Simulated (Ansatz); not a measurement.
Start from CsPbBr3 in the cubic perovskite structure (space group Pm-3m, No. 221; a = 5.872 Å). Axes: x, y, z lie along the cube axes.

Level of theory: PBEsol (Ansatz, a program for electronic structure; PAW; 420 eV plane waves; scalar-relativistic without spin-orbit coupling).

Before the change:

| Property | Result |
|---|---|
| Band gap | 1.43 eV |

The change: biaxial strain +1.20 %, plane normal [001], relaxed out of plane (Cartesian); in-plane vectors clamped, the third vector and the atoms free.

**Question.** What does the calculation give for the in-plane stress and band gap after the change?

**Answer.** The mean in-plane stress (compression positive) amounts to -0.6 GPa; the band gap rises by 0.05 eV (1.43 eV → 1.48 eV).

Spin-orbit coupling, missing from the scalar runs, can matter with Pb. Whether these cells are dynamically stable was not tested. Many cubic perovskites are stable only at high temperature; tilts and polar distortions were not tested. This is not the structure that CsPbBr3 has at room temperature and ambient pressure.
